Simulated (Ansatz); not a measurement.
The parent structure is TiAl (space group P4/mmm, No. 123; relaxed with 0.1 eV smearing).

```xyz
2
Lattice="2.7963 0.0000 0.0000 0.0000 2.7963 0.0000 0.0000 0.0000 4.0381" Properties=species:S:1:pos:R:3 pbc="T T T"
Ti     0.0000     0.0000     0.0000
Al     1.3981     1.3981     2.0191
```

Cartesian axes are those of the cell as printed.

Calculations: PBEsol (Ansatz, a first-principles code; PAW; 420 eV plane waves; scalar-relativistic without spin-orbit coupling).

Strains are applied to the cell and any free atomic positions relax.

One change was made to it. Results:

```tsv
quantity	base	after
pressure (mean of the normal stresses, compression positive)	0.0 GPa	1.9 GPa
energy relative to the base (free energy F)	0 meV/atom	+2.0 meV/atom
```

### Question
Name the change that was made.
(A) uniaxial strain ε_zz = +0.50 %
(B) uniaxial strain ε_zz = +2.00 %
(C) uniaxial strain ε_zz = +1.00 %
(D) uniaxial strain ε_zz = −1.50 %
(E) uniaxial strain ε_zz = −1.00 %

### Answer
D, uniaxial strain ε_zz = −1.50 %. For comparison, the pressure in the other runs: uniaxial strain ε_zz = +1.00 % gives -1.2 GPa; uniaxial strain ε_zz = +2.00 % gives -2.3 GPa; uniaxial strain ε_zz = −1.00 % gives 1.2 GPa; uniaxial strain ε_zz = +0.50 % gives -0.6 GPa.

Whether these cells are dynamically stable was not tested. The final runs are not spin-polarised.
